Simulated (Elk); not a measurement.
Band structure of Sn2Pt (Fm-3m, 3 atoms in the cell).

```
CELL_PARAMETERS angstrom
      0.00000     3.24309     3.24309
      3.24309     0.00000     3.24309
      3.24309     3.24309     0.00000
ATOMIC_POSITIONS crystal
  Sn 0.75000 0.75000 0.75000
  Sn 0.25000 0.25000 0.25000
  Pt 0.00000 0.00000 0.00000
```

Computed with LDA (PW92), all-electron FP-LAPW, Elk's shipped species files, default APW+lo basis in Elk.

Settings: xctype = 3; rgkmax = 7; stype = 0; swidth = 0.00999582 Ha; ngridk = 12 12 12.

The starting cell comes from a database of computed structures (which also holds hypothetical and non-ambient phases and stackings), without a prior relaxation at this level. Spin-orbit coupling is off. Spin polarisation is off. Values depend on the basis (sphere radii, cutoffs, local orbitals), which need not be converged.

Levels in eV from the Fermi level, bands 32 to 39:
| point | 32 | 33 | 34 | 35 | 36 | 37 | 38 | 39 |
|---|---|---|---|---|---|---|---|---|
| Γ | -3.44 | -3.14 | 2.40 | 2.40 | 2.40 | 2.74 | 2.74 | 2.74 |
| X | -3.35 | -3.32 | -3.21 | -3.21 | -0.62 | 2.16 | 6.94 | 6.94 |
| W | -3.53 | -3.53 | -3.32 | -2.08 | 2.11 | 2.11 | 4.29 | 5.14 |
| K | -3.81 | -3.46 | -2.82 | -2.12 | 0.29 | 3.63 | 4.58 | 4.97 |
| L | -3.40 | -3.40 | -0.56 | -0.56 | 0.72 | 0.81 | 2.78 | 2.78 |
| U | -3.81 | -3.46 | -2.82 | -2.12 | 0.29 | 3.63 | 4.58 | 4.97 |

Bands cross the Fermi level along this path, so the cell is metallic at this level.
